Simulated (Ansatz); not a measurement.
Consider AlN in the rock salt structure (space group Fm-3m, No. 225; a = 4.045 Å; a model cell, its experimental status unchecked).

Now apply this change: a hydrostatic pressure of 0.7 GPa.

Levels (all Ansatz, an electronic-structure program, PAW): PBEsol (420 eV, without spin-orbit coupling); HSE06 (420 eV, no spin-orbit coupling).

The geometry is relaxed with PBEsol.

| Quantity | Result |
|---|---|
| PBEsol lowest conduction level above the VBM at special points | X 4.57 eV; Γ 5.67 eV; K 5.78 eV |

Question: What does HSE06 give at this geometry for the lowest conduction level above the VBM at special points?

Answer: The lowest conduction level above the VBM at special points goes from X 4.57 eV; Γ 5.67 eV; K 5.78 eV to X 6.05 eV; Γ 7.22 eV; K 7.29 eV.

Single points use the geometry relaxed with PBEsol. The hybrid gap comes from the SCF mesh plus the semilocal run's edge points and a few special points and is an upper bound. The levels and masses belong to the bands next to the band gap. Load acts through the strain it causes; cell and atoms are relaxed under it. Stability against distortions was not tested. The base started in P3_121 and relaxed to Fm-3m at this level. This is not the structure that AlN has at room temperature and ambient pressure.
